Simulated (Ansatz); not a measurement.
Base system: TiAl (space group P4/mmm, No. 123; a = 2.8127 Å, c = 4.0616 Å; relaxed with 0.1 eV smearing).

All numbers come from r2SCAN, PAW, 500 eV (Ansatz, a first-principles code; no spin-orbit coupling).

For the base:

```
Item        Value
--------  -------
Pressure  0.0 GPa
```

Perturbation: every lattice vector is shortened by 1.00 %; the atoms relax in the strained cell.

**Question.** How does this affect the pressure?

**Answer.** The pressure (mean of the normal stresses, compression positive) goes from zero to 3.9 GPa.

**Question.** Predict the new energy relative to the base.

**Answer.** The energy goes up by 5.6 meV/atom.

Whether these cells are dynamically stable was not tested. The final runs are not spin-polarised.
